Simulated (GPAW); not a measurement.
A self-consistent single point of TaAg7S6 (P1, 14 atoms in the cell) with GPAW.

Method of the run: LDA (Perdew-Wang 92)+U, GPAW PAW datasets LDA (gpaw-data 1.0.1) (plane waves; GPAW).

```xyz
14
Lattice="7.5535 0.0000 0.0000 -3.6263 6.7168 0.0000 -3.5740 -2.3245 6.3367" Properties=species:S:1:pos:R:3 pbc="T T T"
Ta     3.8604     2.0911     3.2026
Ag     2.5824    -0.2916     5.5956
Ag     2.4086     1.1026     0.5557
Ag    -2.3556     4.6742     0.4099
Ag    -0.0043     2.5898     4.2810
Ag    -1.1107     0.5370     1.9114
Ag    -5.0363     5.0831     3.9257
Ag     1.3706    -1.0117     3.0767
S     -3.4111    -2.2167     6.1064
S      0.1189     0.1103     4.9337
S      3.9175    -0.0937     2.3435
S      1.9515     3.1338     2.4464
S     -3.6295     2.0063     5.4794
S     -1.7743     3.2196     2.4458
```

Reference input (self-consistent single point, DFT LDA (Perdew-Wang 92), plane waves, GPAW PAW datasets LDA (gpaw-data 1.0.1)): mode = pw; ecut = 550 eV; xc = LDA; kpts = 3 2 2; mesh shift (steps) = 0 0 0; occupations.name = methfessel-paxton; occupations.width = 0.05 eV; occupations.order = 0; nbands = -8; convergence.density = 1e-05 e/electron; convergence.bands = -6; symmetry.symmorphic = false. This run's input differs from it in these lines:

```diff
@@ -26,2 +26,3 @@
             xc='LDA',
+            setups={'Ta': ':d,2.0'},
             kpts={'size': (3, 2, 2), 'gamma': True},
```

The program printed (abridged):

```
     iter     time        total  log10-change:
                         energy   eigst   dens
iter:   1 --:--:--   -69.324869   -0.05
iter:   2 --:--:--   -68.623439   -1.11  -1.43
iter:   3 --:--:--   -66.273690   -1.15  -1.46
iter:   4 --:--:--   -66.069998   -1.69  -1.67
iter:   5 --:--:--   -66.199025   -1.76  -1.77
iter:   6 --:--:--   -66.175919   -1.59  -2.00
iter:   7 --:--:--   -66.109629   -2.03  -2.15
iter:   8 --:--:--   -65.958917   -1.96  -2.18
iter:   9 --:--:--   -65.935594   -2.64  -2.53
iter:  10 --:--:--   -65.912392c  -3.18  -2.60
iter:  11 --:--:--   -65.911680c  -3.51  -3.05
iter:  12 --:--:--   -65.910957c  -4.21  -3.06
iter:  13 --:--:--   -65.910923c  -4.73  -3.41
iter:  14 --:--:--   -65.910767c  -4.67  -3.57
iter:  15 --:--:--   -65.910737c  -5.77  -3.79
iter:  16 --:--:--   -65.910747c  -5.52  -3.97
iter:  17 --:--:--   -65.910727c  -6.07  -4.04
iter:  18 --:--:--   -65.910729c  -6.61  -4.17
iter:  19 --:--:--   -65.910725c  -6.44  -4.24
iter:  20 --:--:--   -65.910726c  -6.57  -4.46
iter:  21 --:--:--   -65.910724c  -7.38  -4.58
iter:  22 --:--:--   -65.910725c  -6.91  -4.70
iter:  23 --:--:--   -65.910724c  -7.42c -4.81
iter:  24 --:--:--   -65.910724c  -8.61c -5.00
iter:  25 --:--:--   -65.910725c  -8.11c -5.08c
Converged after 25 iterations.

Dipole moment: (-18.520066, -8.876148, 3.474544) |e|*Ang

Energy contributions relative to reference atoms: (reference = -1500121.549017)

Kinetic:         +8.495148
Potential:      -23.848152
External:        +0.000000
XC:             -51.247109
Entropy (-ST):   -0.000671
Local:           +0.689724
SIC:             +0.000000
--------------------------
Free energy:    -65.911060
Extrapolated:   -65.910725

Showing only first 2 kpts
 Kpt  Band  Eigenvalues  Occupancy
  0    82      3.79000    2.00000
  0    83      4.11240    1.95157
  0    84      4.25195    0.04843
  0    85      5.65529    0.00000

  1    82      3.56407    2.00000
  1    83      4.00259    2.00000
  1    84      5.20810    0.00000
  1    85      5.72457    0.00000

Fermi level: 4.18217

Gap: 0.140 eV
Transition (v -> c):
   [... lines left out ...]
  8 S     0.09440    0.02539    0.16512
  9 S     0.11317   -0.21414   -0.21354
 10 S    -0.05534    0.47624    0.05004
 11 S     0.16885   -0.03296    0.42197
 12 S    -0.40189   -0.23351   -0.33271
 13 S    -0.10831    0.09764    0.04739

Stress tensor:
     0.041375    -0.001141     0.001227
    -0.001141     0.044805     0.001487
     0.001227     0.001487     0.045365
Stress (GPa, Voigt): [ 6.629   7.1786  7.2683  0.2383  0.1966 -0.1829]
```

The run converged in 25 iterations. GPAW prints stress with tension positive. Against the reference run the pressure goes from -7.34 to -7.03 GPa, the largest force goes from 0.712 to 0.572 eV/Å and the gap on the mesh goes from 0.135 to 0.140 eV.

The starting cell comes from a database of computed structures (which also holds hypothetical and non-ambient phases and stackings), without a prior relaxation at this level. Its lattice was rescaled by a random factor within 2.5 % of one. Spin-orbit coupling is off. Spin polarisation is off. The U value is a test value, and with U on an open shell several self-consistent states can exist. With a pressure of about -7 GPa the cell is away from its equilibrium volume at this level.

Cost on one core of a shared machine: roughly 6 min.
